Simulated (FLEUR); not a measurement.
Band structure of Be (P6_3/mmc, 2 atoms in the cell).

```
Be
1.0
    1.14500    -1.98320     0.00000
    1.14500     1.98320     0.00000
    0.00000     0.00000     3.58000
Be
2
Cartesian
  1.14500   0.66107   0.89500
  1.14500  -0.66107   2.68500
```

Method of the run: FLEUR with PBE, all-electron FLAPW (FLEUR), scalar-relativistic valence.

Settings: Kmax = 4.1 1/bohr; GmaxXC = 16.4 1/bohr; xcFunctional = pbe; jspins = 1; l_soc = F; mode = hist; fermiSmearingEnergy = 0.00367493 Htr; mesh (inpgen div1-3) = 16 16 9; inpgen gamma flag = true; Gmax = 16.4 1/bohr; numbands = 0; maxIterBroyd = 99; imix = Anderson; alpha = 0.05.

The starting cell has typed, rounded lattice constants, without a prior relaxation at this level. Values depend on the basis (sphere radii, cutoffs, local orbitals), which need not be converged.

Levels in eV from the Fermi level, bands 1 to 4:
```tsv
point	1	2	3	4
Γ	-11.16	-4.25	1.17	15.62
M	-4.90	-3.11	3.61	6.46
K	-2.41	-1.02	-1.02	6.61
A	-9.01	-9.01	10.74	10.74
L	-3.52	-3.52	1.50	1.50
H	-1.10	-1.10	0.40	0.40
```
